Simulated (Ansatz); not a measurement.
PbF2 (model structure, started from the rutile type, P4₂/mnm, No. 136, 6 atoms in the cell) was calculated with G0W0@PBEsol in Ansatz (hard PAW, contour deformation, complete-basis limit).

Settings: largest k mesh 4×4×4 (not extrapolated in the mesh).

Cell (relaxed with PBEsol):

```
PbF2
1.0
    5.59552     0.00000     0.00000
    0.00000     5.59552     0.00000
    0.00000     0.00000     3.88871
Pb F
2 4
Direct
  0.00000   0.00000   0.00000
  0.50000   0.50000   0.50000
  0.30774   0.30774   0.00000
  0.80774   0.19226   0.50000
  0.19226   0.80774   0.50000
  0.69226   0.69226   0.00000
```

Estimate the band gap that the calculation returns.


- band gap = 5.84 eV

Note: filled d or f shells below the valence bands can shift G0W0 gaps through exchange with them, which wasn't tested here; the correction to the complete basis was taken at k points off the band edges; the relaxation could raise the start's symmetry but not lower it, so the cell can be a saddle point; the gap holds a correction of +0.41 eV to the complete basis, taken at k points off the band edges.

Spin–orbit coupling is not included; with these elements it can move the gap by several tenths of an eV or more.

Static lattice: no zero-point or thermal effects.

A model structure was made by putting elements into a prototype or built by hand; it is no filed structure, need not be a known phase, and can be a saddle point held by its symmetry.

Ansatz is a first-principles code.
